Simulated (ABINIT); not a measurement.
A self-consistent single point of Nb (Im-3m, 1 atom in the cell) with ABINIT.

Method of the run: PBE, spin-orbit coupling, norm-conserving pseudopotentials (PseudoDojo nc-fr-04 PBE standard) (plane waves; ABINIT 10.0.3).

```
Nb
1.0
   -1.63400     1.63400     1.63400
    1.63400    -1.63400     1.63400
    1.63400     1.63400    -1.63400
Nb
1
Direct
  0.00000   0.00000   0.00000
```

Reference input (self-consistent single point, DFT, PBE, plane waves, norm-conserving pseudopotentials (PseudoDojo nc-sr-05 PBE standard)): pseudos = [Nb.upf]; ecut = 1116 eV; ixc = 11; occopt = 7; tsmear = 0.05 eV; ngkpt = 11 11 11; nshiftk = 1; shiftk = 0 0 0; potentials = PseudoDojo nc-sr-05 PBE standard; nband = 12; kptopt = 1; nstep = 80. This run's input differs from it in these lines:

```diff
@@ -1,2 +1,2 @@
-# Nb, PseudoDojo nc-sr-05 PBE standard
+# Nb, PseudoDojo nc-fr-04 PBE standard
 pp_dirpath "./"
@@ -15,5 +15,7 @@
 ixc 11
+nspinor 2
+nspden 1
 occopt 7
 tsmear 0.05 eV
-nband 12
+nband 23
 kptopt 1
```

Its files differ too (potentials: PseudoDojo nc-sr-05 PBE standard → PseudoDojo nc-fr-04 PBE standard).

Output (repeated stretches shortened):

```
 pspatm: atomic psp has been read  and splines computed

   2.04308704E+02                                ecore*ucvol(ha*bohr**3)
 ==== Info on pseudopotentials ====
  Norm-conserving pseudopotentials
  Number of pseudopotentials ..    1
  Number of types of atoms   ..    1
  Calculation with spin-orbit coupling
  Max number of channels (spin-orbit included)   5
  - Atom type    1 has spin-orbit characteristics (pspso=  2)
  Nonlocal part applied using Legendre polynomials
  Max number of non-local projectors over l and type   4
  Highest angular momentum +1 .......   3
  Max number of (l,n)   components ..  15
  Max number of (l,m,n) components ..  15

 Pseudo-Core Charge Info:
   Number of radial points for pseudo-core charge .. 2501
   XC core-correction treatment (optnlxccc) ........    1
   Radius for pseudo-core charge for each type .....

  - Atom type    1 has pseudo-core radius ..  3.7300

 Info on the Q-grid used for form factors in spline form:
   Number of q-points for radial functions ffspl ..   3001
   Number of q-points for vlspl ...................   3001
   vloc is computed in Reciprocal Space
   model core charge treated in real-space

  XC functional for type 1 is -101130
  Pseudo valence available: yes

 symatm: atom number 1 is reached starting at atom
   1  1  1  1  1  1  1  1  1  1  1  1  1  1  1  1  1  1  1  1  1  1  1  1
   1  1  1  1  1  1  1  1  1  1  1  1  1  1  1  1  1  1  1  1  1  1  1  1

--- !BUG
src_file: m_inwffil.F90
src_line: 2703
mpi_rank: 0
message: |
    When nspinor2 is 2, nbd2 must be even, while it is nbd2=23
...

  Action: contact ABINIT group (please attach the output of `abinit -b`)

 abinit_abort: decision taken to exit. Check above messages for more info
Abort(13) on node 0 (rank 0 in comm 0): application called MPI_Abort(MPI_COMM_WORLD, 13) - process 0

--- !BUG
src_file: m_inwffil.F90
src_line: 2703
mpi_rank: 0
message: |
    When nspinor2 is 2, nbd2 must be even, while it is nbd2=23
...

  Action: contact ABINIT group (please attach the output of `abinit -b`)
```

The program stopped before any SCF iteration. 

The starting cell has typed, rounded lattice constants, without a prior relaxation at this level. Its lattice was rescaled by a random factor within 2.5 % of one.
